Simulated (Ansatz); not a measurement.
The starting structures come from a database of crystals and need not be the phases stable at ambient conditions.

 Where the default PAW files enter, the runs use the earlier of Ansatz's two default sets.

## Evanescent states of Cs$_{2}$NaYF$_{6}$ (Fm-3m, not sure to be the ambient phase, 10 atoms a cell, 19.5 Å³ an atom, -3 GPa at this level) along the normal of (001)

Method: PBEsol (plane waves, PAW; Ansatz, an electronic-structure program).

No gap correction and no spin-orbit coupling; mid-gap values are interpolated between computed energies.

Energies count from the valence-band top; κ is the least over a 6×6 mesh across the current.

| E (eV) | κ (1/Å) | where |
|---|---|---|
| 0.15 | 0.252 | Γ |
| 0.45 | 0.347 | Γ |
| 0.75 | 0.401 | Γ |
| 1.05 | 0.437 | Γ |
| 1.35 | 0.461 | Γ |
| 1.65 | … | Γ |
| 1.95 | … | Γ |
| 2.25 | … | Γ |
| 2.55 | … | Γ |
| 2.85 | … | Γ |
| 3.15 | … | Γ |
| 3.45 | … | Γ |
| 3.75 | … | Γ |
| 4.05 | … | Γ |
| 4.35 | … | Γ |
| 4.65 | … | Γ |
| 4.95 | … | Γ |
| 5.25 | 0.371 | Γ |
| 5.55 | 0.338 | Γ |
| 5.85 | 0.298 | Γ |
| 6.15 | 0.247 | Γ |
| 6.45 | 0.173 | Γ |

Q: Some entries are withheld; supply them.

A: 
- 1.65, κ (1/Å): 0.477
- 1.95, κ (1/Å): 0.488
- 2.25, κ (1/Å): 0.493
- 2.55, κ (1/Å): 0.495
- 2.85, κ (1/Å): 0.493
- 3.15, κ (1/Å): 0.488
- 3.45, κ (1/Å): 0.480
- 3.75, κ (1/Å): 0.470
- 4.05, κ (1/Å): 0.456
- 4.35, κ (1/Å): 0.440
- 4.65, κ (1/Å): 0.421
- 4.95, κ (1/Å): 0.398
